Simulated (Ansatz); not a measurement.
The starting structures come from a database of crystals and need not be the phases stable at ambient conditions.

 Where the default PAW files enter, the runs use the earlier of Ansatz's two default sets.

Here is the system:

```xyz
12
Lattice="4.5454 0.0000 0.0000 0.0000 5.5196 0.0000 0.0000 0.0000 4.9092" Properties=species:S:1:pos:R:3 pbc="T T T"
Ti     2.2727     1.8050     3.6819
Ti     2.2727     3.7146     1.2273
Ti     0.0000     0.9548     1.2273
Ti     0.0000     4.5648     3.6819
O      1.2338     2.1069     0.3994
O      3.3115     3.4127     4.5098
O      1.0388     0.6529     2.8540
O      3.5065     4.8668     2.0552
O      3.5065     0.6529     4.5098
O      1.0388     4.8668     0.3994
O      3.3115     2.1069     2.0552
O      1.2338     3.4127     2.8540
```

Space group of this cell: Pbcn. The cell is taken as given; by r2SCAN its mean pressure is -1.1 GPa.

Method: r2SCAN (plane waves, PAW; Ansatz, a first-principles code).

The current runs along the normal of the first two printed vectors; no spin-orbit coupling. Scaled by the factor s: the length along the current (ions clamped). Meshes 8×6×6 and 8×6 across the current in all rows.

```json
[
 {"s": "0.97", "mean pressure (GPa)": "7.6", "band gap (eV)": "?"},
 {"s": "1.00", "mean pressure (GPa)": "-1.1", "band gap (eV)": "2.99"},
 {"s": "1.03", "mean pressure (GPa)": "-8.4", "band gap (eV)": "2.82"}
]
```

Problem. Take the slope of the band gap against ln s from the two given rows, extrapolate to s = 0.97, and say what the run there gives.

Solution. Slope = (2.82 − 2.99) / ln 1.03 = -5.75 eV. The line gives 2.99 + (-5.75) × ln 0.97 = 3.17 eV. The run gives 3.14 eV, 0.03 eV under the line, 14 % of the predicted step.
